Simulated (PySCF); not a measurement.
PySCF 2.14.0, HF/def2-svp, df: Nb(NH)(OH)2(OMe) (C[O][Nb](=[NH])([OH])[OH]), 12 atoms. The geometry is a generated start, not checked to be a minimum at this level.

```json
{
 "task": "energy",
 "method": "hf",
 "basis": "def2-svp",
 "two_electron_scheme": "density fitting",
 "mol.max_memory": "3000 MB",
 "mf.max_cycle": "100",
 "mf.conv_tol": "1e-09 (default)",
 "effective_core_potentials": "those of the basis set, past Kr",
 "basis_functions": "131"
}
```

```xyz
12

Nb    -0.4225     0.0731     0.8400
N     -0.9138    -1.5844     0.4413
H     -1.2471    -2.5090     0.1836
O      0.5464    -0.0286     2.4178
H      0.8802    -0.5323     3.1634
O     -1.9142     1.1434     0.8601
H     -2.8178     1.4619     0.8431
O      0.6603     0.6077    -0.5397
C      1.1984     0.3862    -1.7970
H      0.9690     1.2366    -2.4544
H      2.2895     0.2778    -1.7261
H      0.7715    -0.5326    -2.2323
```

Charge 0 and multiplicity 1 are set for this test and not shown to be the ground state.

With the defaults (mf.diis = true, mf.diis_space = 8, mf.damp = 0, mf.diis_start_cycle = 1, mf.diis_damp = 0, mf.init_guess = minao, mf.DIIS = CDIIS, mf.level_shift = 0) it converges in 15 Fock builds. One run each on 2 threads, 1 BLAS thread, with these changes:
- mf.damp = 0.7, mf.diis_start_cycle = 8
- mf.DIIS = EDIIS
- mf.DIIS = ADIIS
- mf.level_shift = 0.3 Hartree
- mf.diis = false
- mf.diis_space = 5
- mf.diis_damp = 0.3
- mf.init_guess = mod_huckel
- mf.diis_space = 20

Task: Name the settings that don't reach the solution of the defaults.

Result: No convergence: mf.diis = false (the run ends without SCF convergence in 100 cycles). The rest reach the solution of the defaults.

```
setting                                 Fock builds             end
--------------------------------------  -----------  --------------
the defaults                                     15   same solution
mf.diis_space = 20                               15   same solution
mf.init_guess = mod_huckel                       15   same solution
mf.diis_space = 5                                16   same solution
mf.diis_damp = 0.3                               16   same solution
mf.level_shift = 0.3 Hartree                     17   same solution
mf.damp = 0.7, mf.diis_start_cycle = 8           19   same solution
mf.DIIS = ADIIS                                  21   same solution
mf.DIIS = EDIIS                                  59   same solution
mf.diis = false                                 101  no convergence
```
